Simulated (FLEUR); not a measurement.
A self-consistent single point of NaH (Fm-3m, 2 atoms in the cell) with FLEUR.

Method: PBEsol, all-electron FLAPW (FLEUR), scalar-relativistic valence.

```yaml
crystal:
  lattice:
    - [0.00000, 2.44000, 2.44000]
    - [2.44000, 0.00000, 2.44000]
    - [2.44000, 2.44000, 0.00000]
  atoms:
    - { symbol: Na, position: [0.00000, 0.00000, 0.00000] }
    - { symbol: H, position: [0.50000, 0.50000, 0.50000] }
```

Reference input (self-consistent single point, DFT, PBE, all-electron FLAPW (FLEUR), scalar-relativistic valence): Kmax = 4.6 1/bohr; GmaxXC = 18.4 1/bohr; xcFunctional = pbe; jspins = 1; l_soc = F; mode = hist; fermiSmearingEnergy = 0.00183747 Htr; mesh (inpgen div1-3) = 6 6 6; inpgen gamma flag = true; Gmax = 18.4 1/bohr; numbands = 0; maxIterBroyd = 15. This run's input differs from it in these lines:

```diff
@@ -14,2 +14,3 @@
 &comp jspins=1 /
+&exco xctyp='PBEs' /
 &kpt div1=6 div2=6 div3=6 gamma=t /
@@ -26,3 +27,3 @@
       <coreElectrons ctail="T" frcor="F" kcrel="0" coretail_lmax="0"/>
-      <xcFunctional name="pbe" relativisticCorrections="F"/>
+      <xcFunctional name="PBEs" relativisticCorrections="F"/>
       <magnetism jspins="1"/>
```

Output (repeated stretches shortened):

```
 Iteration:     1   Distance:       8.23896232 me/bohr^3
 Iteration:     2   Distance:       7.58290149 me/bohr^3
 Iteration:     3   Distance:       1.32244101 me/bohr^3
 Iteration:     4   Distance:       0.80074079 me/bohr^3
 Iteration:     5   Distance:       0.66641436 me/bohr^3
   [... 5 lines left out ...]
 Iteration:    11   Distance:       0.00101761 me/bohr^3
 Iteration:    12   Distance:       0.00001959 me/bohr^3
 Iteration:    13   Distance:       0.00004220 me/bohr^3
 Iteration:    14   Distance:       0.00000035 me/bohr^3
 Run finished successfully
 Stop message:
   Structural relaxation: Done

[file out, last iteration]
             iter=     15
[...]
          total density-effective poten   -2.4694520902E+02
          total charge density-energy d   -1.4317457841E+01
 Updated energy parameters for spin:           1
[...]
 fermi energy and band-weighting factors:
    0.525205

[...]
FERMIE:
          first approx. to ef    (T=0)  :  -0.033683 htr   (energy of the highest occ. eigenvalue)
          number of occ. states  (T=0)  :         80
          first approx. to seigv (T=0)  :  -8.959601 htr
          sum of weights of occ. states :   5.000000
          sum of semicore charge        :   0.000000 e
FERHIS:  Fermi-Energy by histogram:
          bandgap                     :   0.131107 htr
   [... lines left out ...]
          charge neutrality (T=0)     :   0.000000    (zero if the highest occ. eigenvalue is "entirely" occupied)
 Direct bandgap for spin            1 :   0.16186582466750263       Htr
 ---->    free energy=                      -162.6367640141 htr
   [... lines left out ...]
      extrapolation for T->0
 ---->    total electron energy=            -162.6367640141 htr
 ***** TOTAL FORCES ON ATOMS *****
 TOTAL FORCE FOR ATOM TYPE=  1  X=  0.000   Y=  0.000   Z=  0.000
                       FX_TOT= 0.000000 FY_TOT= 0.000000 FZ_TOT= 0.000000
 TOTAL FORCE FOR ATOM TYPE=  2  X=  4.611   Y=  4.611   Z=  4.611
                       FX_TOT= 0.000000 FY_TOT= 0.000000 FZ_TOT= 0.000000
 Structural relaxation: Done
```

The run converged in 14 iterations. FLEUR gives forces in its relaxation mode, with a further iteration, so its stop message speaks of a relaxation. Against the reference run the gap on the mesh goes from 3.758 to 3.568 eV.

The starting cell has typed, rounded lattice constants, without a prior relaxation at this level. Values depend on the basis (sphere radii, cutoffs, local orbitals), which need not be converged.

Cost on one core of a shared machine: roughly 40 s.
